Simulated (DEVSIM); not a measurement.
# abrupt Si n-p junction

System: abrupt Si n-p junction, at 300 K.

```tsv
layer (left to right)	material	thickness (μm)	Nd (cm⁻³)	Na (cm⁻³)	τn (s)	τp (s)
1	Si	0.560	7.7e16	-	1.4e-5	1.4e-5
2	Si	100	-	1.4e16	1.4e-5	1.4e-5
```

Left contact: ohmic. Right contact: ohmic. Voltage is applied to the left contact. Recombination: SRH at mid-gap, radiative. Mobility is μmin + (μ − μmin)/(1 + (N/Nref)^α).

Constants are typed, rounded textbook-type inputs, not results; the design itself was drawn at random and stands for no fabricated device. Values at 300 K.

```
parameter           Si
-------------  -------
gap (eV)         1.124
affinity (eV)     4.05
permittivity      11.7
Nc (cm⁻³)      2.86e19
Nv (cm⁻³)       3.1e19
μn (cm²/Vs)       1417
μp (cm²/Vs)        470
μn,min              52
μp,min              45
Nref,n          9.7e16
Nref,p          2.2e17
αn                0.68
αp                0.72
B (cm³/s)      4.7e-15
```

Simulated with DEVSIM: 1D drift-diffusion, Boltzmann statistics, complete ionisation; no tunnelling, impact ionisation, image-force lowering or self-heating.

```
Item                                               Result
---------------------------------------------  ----------
Potential step across the device at zero bias     0.772 V
Largest field in the device at zero bias       51000 V/cm
Dark forward voltage at 1 A/cm²                   0.628 V
Dark forward voltage at 100 A/cm²                 1.101 V
```

Small-signal capacitance in reverse bias (quasi-static):

```tsv
V (V)	C (nF/cm²)
0.4	29.6
1	23.9
2	19.0
3	16.3
4	14.4
6	12.1
8	10.6
10	9.58
13	8.47
16	7.67
```

Dark reverse current:

| V (V) | J (A/cm²) |
|---|---|
| 0.40 | 6.2e-10 |
| 1.00 | 1.2e-9 |
| 2.00 | 1.9e-9 |
| 3.00 | 2.4e-9 |
| 4.00 | 2.9e-9 |
| 6.00 | 3.8e-9 |
| 8.00 | 4.5e-9 |
| 10.00 | 5.2e-9 |
| 13.00 | 6.1e-9 |
| 16.00 | 6.9e-9 |
